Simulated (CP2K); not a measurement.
Band structure of CsCdCl3 (Pm-3m, 5 atoms in the cell).

```yaml
crystal:
  lattice:
    - [5.32020, 0.00000, 0.00000]
    - [0.00000, 5.32020, 0.00000]
    - [0.00000, 0.00000, 5.32020]
  atoms:
    - { symbol: Cs, position: [0.00000, 0.00000, 0.00000] }
    - { symbol: Cd, position: [0.50000, 0.50000, 0.50000] }
    - { symbol: Cl, position: [0.00000, 0.50000, 0.50000] }
    - { symbol: Cl, position: [0.50000, 0.00000, 0.50000] }
    - { symbol: Cl, position: [0.50000, 0.50000, 0.00000] }
```

Level of theory: CP2K with LDA (Pade form), GPW, DZVP-MOLOPT-SR-GTH basis, GTH-PADE potentials (GTH_POTENTIALS).

Settings: CUTOFF = 500 Ry; REL_CUTOFF = 50 Ry; KPOINTS/SCHEME = MONKHORST-PACK 5 5 5; XC_FUNCTIONAL = PADE; Cs/BASIS_SET = DZVP-MOLOPT-SR-GTH; Cs/POTENTIAL = GTH-PADE-q9; Cd/BASIS_SET = DZVP-MOLOPT-SR-GTH; Cd/POTENTIAL = GTH-PADE-q12; Cl/BASIS_SET = DZVP-MOLOPT-SR-GTH; Cl/POTENTIAL = GTH-PADE-q7; METHOD = GPW; EPS_DEFAULT = 1e-10; EXTRAPOLATION = USE_GUESS; NGRIDS = 5.

The starting cell comes from a database of computed structures (which also holds hypothetical and non-ambient phases and stackings), without a prior relaxation at this level. Its lattice was rescaled by a random factor within 2.5 % of one. Values carry the incompleteness of an atom-centred basis.

**Question.** Predict the gap along the standard path and the places of the band edges.

**Answer.** The gap along the path is 1.29 eV, from R to Γ; the smallest direct gap on it is 1.67 eV.

Levels in eV from the top of the valence band on the SCF mesh, bands 18 to 22:
| point | 18 | 19 | 20 | 21 | 22 |
|---|---|---|---|---|---|
| Γ | -0.52 | -0.29 | -0.29 | -0.29 | 1.38 |
| X | -0.56 | -0.56 | -0.50 | -0.50 | 4.05 |
| M | -0.71 | -0.71 | 0.02 | 0.08 | 5.76 |
| R | 0.04 | 0.04 | 0.09 | 0.09 | 5.82 |

Higher empty bands are left out: an atom-centred basis made for the valence describes them poorly.
